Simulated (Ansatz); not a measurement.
Results of B3LYP (VWN-RPA form) in Ansatz (PAW) for antifluorite Be2C.

Settings: plane-wave cutoff 460 eV, 10×10×10 k mesh, Fermi–Dirac smearing 0.01 eV, scalar-relativistic PAW data made under PBE.

Cell (measured lattice):

Be$_{2}$C has the cubic space group Fm-3m (No. 225), Pearson symbol cF12. Cell: a = b = c = 4.3400 Å, α = β = γ = 90.00°. Be on 8c has 4 C at 1.879 Å and 6 Be at 2.170 Å. C on 4a has 8 Be at 1.879 Å (cubic). (Neighbours: up to the widest gap in distance over summed covalent radii, below 1.35, at either atom; cation-cation and far metal-metal contacts left out.)
(The calculation used a cell of 3 atoms; values per cell refer to that cell.)

Task: Estimate the band gap and smallest direct gap on the k points sampled that the calculation returns.

Result: 
band gap: 2.72 eV (on the SCF k mesh) (indirect)
smallest direct gap on the k points sampled: 5.57 eV

Note: cell and atoms aren't relaxed at this level (pressure -3.1 GPa).

It cost about 40 core-seconds (a rough figure) of CPU time.

Ansatz is an electronic-structure program.
